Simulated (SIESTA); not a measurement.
Worked example: self-consistent single point of As (P-1, 2 atoms in the cell) in SIESTA.

Computed with GGA PBE with spin-orbit coupling, numerical atomic orbitals DZP, PseudoDojo PBE fully relativistic norm-conserving potentials (rewritten from UPF to PSML) (SIESTA).

```
As
1.0
    1.87741     1.08392     3.70434
   -1.87741     1.08392     3.70434
    0.00000    -2.16785     3.70434
As
2
Cartesian
 -0.01817  -0.01397   2.47561
  0.01817   0.01397   8.63740
```

Reference input (self-consistent single point, DFT, GGA PBE, numerical atomic orbitals DZP, PseudoDojo PBE standard norm-conserving potentials (rewritten from UPF to PSML)): XC.functional = GGA; XC.authors = PBE; potentials = PseudoDojo PBE standard; PAO.BasisSize = DZP; PAO.EnergyShift = 0.01 Ry; MeshCutoff = 300 Ry; kgrid.MonkhorstPack = 7 7 7; OccupationFunction = FD; ElectronicTemperature = 1160.45 K; MaxSCFIterations = 150; SCF.Mixer.Method = Pulay; SCF.Mixer.Weight = 0.1. This run's input differs from it in these lines:

```diff
@@ -1,2 +1,2 @@
-# files in the folder: As.psml (PseudoDojo PBE standard)
+# files in the folder: As.psml (PseudoDojo PBE fully relativistic)
 SystemName  As
@@ -33,2 +33,7 @@
 ElectronicTemperature        1160.45 K
+Spin                         spin-orbit
+%block DM.InitSpin
+  1 0.00 0.00 0.00
+  2 0.00 0.00 0.00
+%endblock DM.InitSpin
```

Output, abridged:

```
        iscf     Eharris(eV)        E_KS(eV)     FreeEng(eV)     dDmax    Ef(eV) dHmax(eV)
   scf:    1    -5769.613088    -5768.268371    -5768.273990  0.278075 -2.806288  1.833923
     spin moment: {S} , |S| = {    0.00000    0.00000    0.00000 }     0.00000
   scf:    2    -5768.341275    -5768.305805    -5768.311531  0.003783 -2.848370  1.586518
     spin moment: {S} , |S| = {   -0.00000    0.00000    0.00000 }     0.00000
   scf:    3    -5768.428555    -5768.389559    -5768.396491  0.021150 -3.081566  0.195077
     spin moment: {S} , |S| = {    0.00000    0.00000   -0.00000 }     0.00000
   [... lines left out ...]
     spin moment: {S} , |S| = {   -0.00000   -0.00000    0.00000 }     0.00000
   scf:    6    -5768.391651    -5768.391641    -5768.398387  0.001317 -3.085783  0.000487
     spin moment: {S} , |S| = {   -0.00000    0.00000   -0.00000 }     0.00000
   scf:    7    -5768.391662    -5768.391647    -5768.398386  0.000112 -3.085510  0.002848
     spin moment: {S} , |S| = {    0.00000    0.00000   -0.00000 }     0.00000
   scf:    8    -5768.391631    -5768.391643    -5768.398387  0.000093 -3.085641  0.000167
     spin moment: {S} , |S| = {   -0.00000   -0.00000    0.00000 }     0.00000
SCF Convergence by DM+H criterion
max |DM_out - DM_in|         :     0.0000934731
max |H_out - H_in|      (eV) :     0.0001668209
SCF cycle converged after 8 iterations

Using DM_out to compute the final energy and forces

siesta: E_KS(eV) =            -5768.3916

siesta: E_KS - E_eggbox =     -5768.3916

siesta: Atomic forces (eV/Ang):
     1    0.277028    0.223312    1.539818
     2   -0.277028   -0.223312   -1.539818
   Tot    0.000000   -0.000000   -0.000000
   Max    1.539818
   Res    0.912442    sqrt( Sum f_i^2 / 3N )
   Max    1.539818    constrained

Stress tensor Voigt[x,y,z,yz,xz,xy] (kbar):      -74.53      -90.44      -41.91       -9.56      -11.61        9.91
(Free)E + p*V (eV/cell)    -5766.4516
Target enthalpy (eV/cell)    -5768.3984

siesta: Program's energy decomposition (eV):
siesta: Enl(+so)=     -2850.144960
   [... lines left out ...]
siesta: FreeEng =     -5768.398387
   [... lines left out ...]
siesta:    -0.046520    0.006182   -0.007243
siesta:     0.006182   -0.056447   -0.005965
siesta:    -0.007243   -0.005965   -0.026161

siesta: Cell volume =         45.229241 Ang**3

siesta: Pressure (static):
siesta:                Solid            Molecule  Units
siesta:           0.00046879          0.00123169  Ry/Bohr**3
siesta:           0.04304271          0.11308844  eV/Ang**3
siesta:          68.96202848        181.18764841  kBar
```

The run converged in 8 iterations. Against the reference run the pressure moves little (6.93 to 6.90 GPa) and the largest force moves little (1.581 to 1.580 eV/Å).

The starting cell comes from a database of computed structures (which also holds hypothetical and non-ambient phases and stackings), without a prior relaxation at this level. Its atoms were displaced at random from the sites of space group no. 166. Values carry the incompleteness of an atom-centred basis. With a pressure of about 7 GPa the cell is away from its equilibrium volume at this level. Forces in this geometry exceed 1 eV/Å.
